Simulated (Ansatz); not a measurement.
Cu2ZnSnS4 (Pmn2₁, No. 31, 16 atoms in the cell; start mp-1190224; a measured phase of this formula has another space group) was calculated with r²SCAN-D4 (Ansatz, an electronic-structure program, PAW).

Numerical settings: plane-wave cutoff 500 eV, 6×6×6 k mesh, Fermi–Dirac smearing 0.05 eV, no spin polarisation, scalar-relativistic PAW data made under PBE.

Cell (relaxed at this level):

Cu$_{2}$SnZnS$_{4}$ has the orthorhombic space group Pmn2₁ (No. 31), Pearson symbol oP16. Conventional cell: a = 7.574 Å, b = 6.585 Å, c = 6.281 Å, α = β = γ = 90.00°. Zn on 2a is coordinated by 4 S at 2.328–2.338 Å (tetrahedral). Cu on 4b sees 4 S at 2.278–2.300 Å (tetrahedral). Sn on 2a sees 4 S at 2.423–2.435 Å (tetrahedral). S1 on 4b is coordinated by 2 Cu at 2.278–2.300 Å and 1 Zn at 2.338 Å and 1 Sn at 2.432 Å (tetrahedral). S2 on 2a is coordinated by 2 Cu at 2.285 Å and 1 Zn at 2.328 Å and 1 Sn at 2.435 Å (tetrahedral). S3 on 2a sees 2 Cu at 2.296 Å and 1 Zn at 2.336 Å and 1 Sn at 2.423 Å (tetrahedral). (Neighbours: up to the widest gap in distance over summed covalent radii, below 1.35, at either atom; cation-cation and far metal-metal contacts left out.)

What does this level give for the band gap?


- band gap = 0.43 eV (on the SCF k mesh)

Note: the relaxation could not lower the start's symmetry, so the cell can be a saddle point above a distorted one.

Spin–orbit coupling is not included.

Computed values are for the static lattice.

The result took very roughly 18 core-minutes.

A start named mp-… is a Materials Project structure, which need not be a measured phase.
